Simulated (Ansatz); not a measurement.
## Step by step: formation energy of LiH (rock salt, Fm-3m) from the elements

This concerns the formation energy of LiH (rock salt, Fm-3m) from the elements. Reaction: Li (bcc) + 1/2 H2 (gas) → LiH (rock salt). A negative value means that the right-hand side lies lower. The value is per atom of the solid.

LiH (rock salt, Fm-3m), 2 atoms in the cell. Conventional cell: a = b = c = 4.007 Å, α = β = γ = 90.00°.

Ansatz (a program for electronic structure) with PAW potentials; structures come from PBE relaxations, nuclei static, no net charge. Ansatz runs with its default PAW set. Other levels take these structures. The lattices are those relaxed with PBE, so at other levels the solids can be strained, which adds to the spread. A dispersion term (D3(BJ), or D4 for r2SCAN) was computed beside these levels and is taken off wherever the name lacks it.

Total energies of the cells in eV, at zero smearing width. They compare only within one column; the weights balance every element.

```tsv
cell	atoms	weight	PBE	r2SCAN+D4
LiH (rock salt)	2	+2	-221.39176	-222.07847
Li (bcc)	1	−2	-204.68678	-205.14019
H2 (gas)	2	−1	-31.74439	-31.89041
```

PBE: 2 × (-221.39176) − 2 × (-204.68678) − (-31.74439) = -1.666 eV; dividing by 4 atoms gives -0.42 eV/atom.

r2SCAN+D4: 2 × (-222.07847) − 2 × (-205.14019) − (-31.89041) = -1.986 eV; dividing by 4 atoms gives -0.50 eV/atom.

What follows from the PBE value: A formula unit of LiH has 2 atoms, so it forms with -0.4164 × 2 = -0.833 eV, or -80.4 kJ/mol at 96.485 kJ/mol per eV.
